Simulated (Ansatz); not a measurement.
Abridged Ansatz (a quantum-chemistry and plane-wave program) output:

```
Relaxation: its limit of steps is 50 (relax.max_steps)
Pseudopotential: C, paw, valence charge 4
Crystal: 2 atoms, lattice volume = 11.562 Å³
Basis set: ecut = 420 eV, 229 PW (Γ), exchange–correlation on 36×36×36 points (8 copies of the dense FFT grid, shifted against one another)
Bands: 8, of which v1, the nominal top of the filled ones, is band 4 counted from 1 (3 counted from 0)
Symmetry: 48 space group operations
k-points: 145 of 4096
Functional: x = pbe(κ = 0.804, μ = 0.2195149727645171), c = pbe(β = 0.06672455060314922)
SCF iter   1: F=—  HF=-501.612325 eV  |F-HF|=—  |Δ(HF+E_count)|=         —  Δρ=1.94e-3  dr2=1.78e-4  ethr=1.77e-3  ⟨swp⟩=4.8  Hψ=7540  notcnv=0
SCF iter   2: F=—  HF=-501.612335 eV  |F-HF|=—  |Δ(HF+E_count)|=   9.76e-6  Δρ=9.89e-4  dr2=4.50e-5  ethr=2.22e-6  ⟨swp⟩=2.3  Hψ=2847  notcnv=0
SCF 1 converged in 6 iterations: F = -501.612371 eV  dr2 = 4.27e-11
relax step   1: F+E_penalty+E_count = -501.61237120 eV  Δ(F+E_penalty+E_count) = +0.000e0 eV  max|allowed force component| = 4.626e-17 eV/Å  Δτ_max = 0.0000 Å  (6 SCF iters, accepted)
SCF converged after 6 iterations
Free energy (F): -501.612371 eV
Internal energy: -501.612371 eV  (E = F + TS)
E sigma→0 (E₀):  -501.612371 eV
Fermi energy:    15.006155 eV
--- Forces (eV/Å), atoms counted from 1 ---
  atom   1  C     -0.00000000     0.00000000     0.00000000
  atom   2  C     -0.00000000    -0.00000000    -0.00000000
--- Stress (GPa, compression-positive) ---
       -6.296650       0.000000       0.000000
       -0.000000      -6.296650       0.000000
        0.000000       0.000000      -6.296650
  P = ⅓ Tr σ = -6.2967 GPa (-62.967 kbar)
--- Relaxed structure (1 steps of the walk, 1 accepted, 0 SCFs on fresh bases) ---
  atoms:
    - { symbol: C, position: [0.0, 0.0, 0.0] }
    - { symbol: C, position: [0.25, 0.25, 0.25] }
```

What was computed, and what are the main results?

C, 2 atoms in the cell, with DFT with PBE, PAW potentials and a 420 eV plane-wave cutoff in Ansatz, spin-orbit coupling left out. The last SCF converged to F = -501.612371 eV, or -250.8062 eV per atom, at a pressure of -6.30 GPa. The total energy compares only with runs of the same code, potentials and settings.

The cells carry an imposed strain or load. Whether these cells are dynamically stable was not tested. The cell was made from C in the diamond structure (space group Fd-3m, No. 227) by this change: isotropic strain +0.50 %.

Keys are those of Ansatz 0.2.
